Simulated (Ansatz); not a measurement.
For SnBi2Te4 (R-3m, No. 166, 7 atoms in the cell; start mp-38605), LDA (Ansatz, an electronic-structure program, PAW) gives:

```
Property                   Result
-------------------  ------------
lattice parameter a       4.368 Å
c axis length            40.679 Å
bulk modulus B0          44.0 GPa
cohesive energy      3.67 eV/atom
band gap                  0.21 eV
```

Question: What does PBE in Ansatz (PAW) give for the same quantities?

Answer: 
- lattice constant a: 4.470 Å (grows by 2.3 %)
- lattice parameter c: 43.192 Å (rises by 6.2 %)
- bulk modulus: 13.5 GPa (decreases by 69 %)
- cohesive energy: 2.81 eV/atom (drops by 0.86 eV/atom)
- band gap: 0.57 eV (increases by 0.36 eV)

Changes are worked out from the printed values.

Unless a cell is named, each level is at its own relaxed cell (LDA 32.01, PBE 35.59 Å³/atom).

Levels without +SOC leave out spin–orbit coupling, which shifts energies and cells of such heavy elements.

Levels without +SOC have no spin–orbit coupling; where heavier elements are present it shifts gaps, mostly down, and can invert bands. Density-functional gaps are differences of (generalised) Kohn–Sham levels.

Caveats: the bulk modulus is −V dP/dV from two relaxed cells at ±2 % in volume (LDA, PBE); the relaxation could not lower the start's symmetry, so the cell can be a saddle point above a distorted one (LDA, PBE). Ansatz's density-functional and Hartree–Fock values are scalar-relativistic unless marked +SOC, with PAW data made under PBE.

A start named mp-… is a Materials Project structure, which need not be a measured phase.
